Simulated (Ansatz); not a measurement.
```
CELL_PARAMETERS angstrom
     11.00000     0.00000     0.00000
      0.00000    11.00000     0.00000
      0.00000     0.00000     4.40332
ATOMIC_POSITIONS crystal
  Ru 0.50000 0.50000 0.00000
  Ru 0.50000 0.50000 0.50000
```

Method: PBE (plane waves to 420 eV, PAW; Ansatz, a first-principles code). Mesh 1×1×66. Collinear spin, started with parallel moments, and moments remain. One-dimensional cell, images about 11 Å apart. A model structure. Symmetry and one short period hold its shape; lower forms weren't sought. Pairing along the axis, which can open a gap, is among the distortions not tried. No Hubbard term is applied. Fermi–Dirac width 0.02 eV. Buckling under compression is shut out by symmetry and the short period.

Say what this body is, and give its properties.

Free linear chain of Ru atoms. A hypothetical model.
```
Property                              Value
---------------------  --------------------
net spin moment            2.15 μB a period
PBE gap                none (under 0.01 eV)
work function (PBE)                 5.09 eV
axial stiffness dF/dε                 67 nN
```
